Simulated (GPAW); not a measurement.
# Short convergence ladders for Fe (Im-3m, 1 atom in the cell)

```yaml
crystal:
  lattice:
    - [-1.43070, 1.43070, 1.43070]
    - [1.43070, -1.43070, 1.43070]
    - [1.43070, 1.43070, -1.43070]
  atoms:
    - { symbol: Fe, position: [0.00000, 0.00000, 0.00000], spin: 2.5 }
```
(The spins are starting values, not results.)

Base method: PBE, GPAW PAW datasets PBE (gpaw-data 1.0.1) (plane waves; GPAW).

Base settings: spinpol = true; mode = pw; ecut = 800 eV; xc = PBE; kpts = 8 8 8; mesh shift (steps) = 0 0 0; occupations.name = methfessel-paxton; occupations.width = 0.1 eV; occupations.order = 0; nbands = -5.

The count of work is k-points × plane waves × bands × iterations; it is no time. 

**Shifted k-point meshes**

In this ladder: kpts_shift = 0.5 0.5 0.5.

Only quantities that move along the ladder and can be compared are tabulated.

The magnetic state is not the same in all runs (site moments differ, or a search went on to a lower state), so steps between rows are not convergence errors alone.

```tsv
kpts	free energy less the last step's (meV/atom)	pressure (GPa)	net moment (μB/atom)	count of work / last
3 3 3	-255.78	-23.55	1.333	0.0065
5 5 5	-78.98	-5.69	2.210	0.015
7 7 7	17.02	-5.97	2.115	0.063
9 9 9	0.95	-3.57	2.249	0.061
11 11 11	0.63	-5.57	2.153	0.14
26 26 26	0.00	-4.23	2.217	1.0
```

Coarsest kpts that holds the net moment within 0.05 μB/atom: not settled: the last two steps still differ by 0.063 μB/atom, over half the tolerance, so the ladder does not show it.

**The width of Fermi-Dirac smearing**

In this ladder: kpts = 13 13 13; occupations.name = fermi-dirac; occupations.order = default.

Narrow widths need finer meshes than wide ones, so the last steps can hold mesh noise.

Only quantities that move along the ladder and can be compared are tabulated; pressure and forces are left out, as mesh noise rules them at narrow widths.

The magnetic state is not the same in all runs (site moments differ, or a search went on to a lower state), so steps between rows are not convergence errors alone.

| occupations.width | free energy less the last step's (meV/atom) | energy extrapolated to zero width less the last step's (meV/atom) | net moment (μB/atom) |
|---|---|---|---|
| 1 eV | -2523.07 | -127.82 | 0.000 |
| 0.5 eV | -510.41 | 118.54 | 1.590 |
| 0.3 eV | -143.05 | 16.16 | 2.125 |
| 0.1 eV | 0.00 | 0.00 | 2.189 |

Widest occupations.width that holds the free energy within 5 meV/atom: not settled: the last two steps still differ by 140 meV/atom, over half the tolerance, so the ladder does not show it.

Widest occupations.width that holds the net moment within 0.05 μB/atom: not settled: the last two steps still differ by 0.064 μB/atom, over half the tolerance, so the ladder does not show it.

Widest occupations.width that holds the energy extrapolated to zero width within 2 meV/atom: not settled: the last two steps still differ by 16 meV/atom, over half the tolerance, so the ladder does not show it.

**The setting conv density**

Moved along: convergence.energy, convergence.eigenstates.

The mesh stays at the base's, so the ladder's end is converged at best in this setting alone.

Only quantities that move along the ladder and can be compared are tabulated.

```csv
convergence.density,pressure (GPa),net moment (μB/atom)
0.01 e/electron,-3.08,2.332
0.001 e/electron,-1.82,2.348
0.0001 e/electron,-1.35,2.349
1e-06 e/electron,-1.33,2.349
1e-07 e/electron,-1.33,2.349
```

Coarsest convergence.density that holds the net moment within 0.01 μB/atom of the last step, with all finer ones: 0.001 e/electron; the step before is off by 0.017 μB/atom.

Coarsest convergence.density that holds the pressure within 0.2 GPa of the last step, with all finer ones: 0.0001 e/electron; the step before is off by 0.49 GPa.

On the base run: the starting cell has typed, rounded lattice constants, without a prior relaxation at this level. Its lattice was rescaled by up to half a per cent. With one magnetic atom in the cell only a parallel order is possible.

Left out of this page: 2 runs of the series outside the window shown, repeating another row's setting, or not comparable.
